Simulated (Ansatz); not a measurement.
Start from TiB₂ (space group P6/mmm, No. 191; a = 3.017 Å, c = 3.185 Å). Axes: x lies along a and z along c of the hexagonal cell.

Method: Ansatz (a first-principles code) PBEsol, no SOC.

Base values:

| Item | Result |
|---|---|
| Pressure | 0.0 GPa |
| Shortest interatomic distance | 1.742 Å |
| Band gap | zero |

Perturbation: uniaxial strain ε_xx = −3.00 %, all other strain components held at zero, atoms relaxed at fixed cell.

**Question.** How does this affect the energy relative to the base?

**Answer.** The energy grows by 17 meV/atom.

**Question.** How does this affect the pressure?

**Answer.** The pressure (mean of the normal stresses, compression positive) goes from zero to 9.4 GPa.

**Question.** What happens to the shortest interatomic distance?

**Answer.** The shortest interatomic distance falls by 0.035 Å (1.742 Å → 1.707 Å).

**Question.** What happens to the band gap?

**Answer.** The band gap is still zero.

The mesh was chosen for an insulator and is coarse for the gapless case. Without a gap, meshes like the base's 13×13×10 leave anisotropic stresses uncertain by several tenths of a GPa, and small strain energies with them. Stability against distortions was not tested. All final runs are without spin polarisation.
